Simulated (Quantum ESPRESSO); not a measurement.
Quantum ESPRESSO is run on Ru (P6_3/mmc, 4 atoms in the cell), and the run fails. The aim is a zone-centre phonon calculation with DFT, PBE, plane waves, GBRV 1.5 ultrasoft (PBE) pseudopotentials.

The self-consistent step had converged with these keywords: prefix = Ru; ecutwfc = 40 Ry; ecutrho = 320 Ry; occupations = smearing; smearing = marzari-vanderbilt; degauss = 0.0099958 Ry; potentials = {Ru: ru_pbe_v1.2.uspp.F.UPF}; K_POINTS = automatic 16 16 5 0 0 0; conv_thr = 1e-11 Ry. The next shown step is ph.x.

The input file:

```fortran
phonons at the zone centre
&inputph
    prefix = 'Ru'
    outdir = './tmp'
    tr2_ph = 1.0d-14
    fildyn = 'dyn.G'
    epsil = .true.
/
0.0 0.0 0.0
```

The program printed (abridged):

```
     Reading xml data from directory:

     ./tmp/Ru.save/

     G-vector sticks info
     --------------------
     sticks:   dense  smooth     PW     G-vecs:    dense   smooth      PW
     Sum         595     301     91                37769    13459    2359

     negative rho (up, down):  2.923E-01 0.000E+00
     Reading collected, re-writing distributed wavefunctions in ./tmp/

 %%%%%%%%%%%%%%%%%%%%%%%%%%%%%%%%%%%%%%%%%%%%%%%%%%%%%%%%%%%%%%%%%%%%%%%%%%%%%%
     Error in routine phq_readin (1):
     no elec. field with metals
 %%%%%%%%%%%%%%%%%%%%%%%%%%%%%%%%%%%%%%%%%%%%%%%%%%%%%%%%%%%%%%%%%%%%%%%%%%%%%%

     stopping ...
```

Q: Read the log: what does the program object to, and what is the fix?

A: The fault is the dielectric response asked with smeared occupations. The response to a homogeneous field is defined for insulators with fixed occupations. To fix it, drop the request, or use fixed occupations in an insulator. The program stopped in the step ph.x before computing anything there.

On the sound input: the starting cell was generated: these elements placed on a structure prototype, without a prior relaxation; it need not be a known phase or ordering of this composition. Its lattice was rescaled by a random factor within 2.5 % of one. Spin polarisation is off. With a pressure of about -13 GPa the cell is away from its equilibrium volume at this level.
